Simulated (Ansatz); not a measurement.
**A computed series for hypothetical CsCl type TaAs: response to strain**

The parent structure is TaAs in the CsCl type structure (space group Pm-3m, No. 221; a hypothetical phase, not in the database extracts checked; relaxed with 0.1 eV smearing).

```
CELL_PARAMETERS angstrom
      3.21498     0.00000     0.00000
      0.00000     3.21498     0.00000
      0.00000     0.00000     3.21498
ATOMIC_POSITIONS crystal
  Ta 0.00000 0.00000 0.00000
  As 0.50000 0.50000 0.50000
```

Cartesian axes are those of the cell as printed.

Strains are applied to the cell and any free atomic positions relax; under biaxial strain the out-of-plane vector relaxes too.

The values are results of PBE (Ansatz, a program for electronic structure), no SOC, not measurements.

Candidates:
(a) tensor shear ε_xy = +0.60 %
(b) biaxial strain +2.18 %, plane normal [001], relaxed out of plane
(c) uniaxial strain ε_yy = −2.98 %

Notes on the quantities. energy relative to the base: free energy F.

Question: Order them by energy relative to the base, lowest first.

Answer: (a) tensor shear ε_xy = +0.60 % (+0.9 meV/atom), (c) uniaxial strain ε_yy = −2.98 % (+17 meV/atom), (b) biaxial strain +2.18 %, plane normal [001], relaxed out of plane (+19 meV/atom)

Whether these cells are dynamically stable was not tested. The final runs are not spin-polarised.
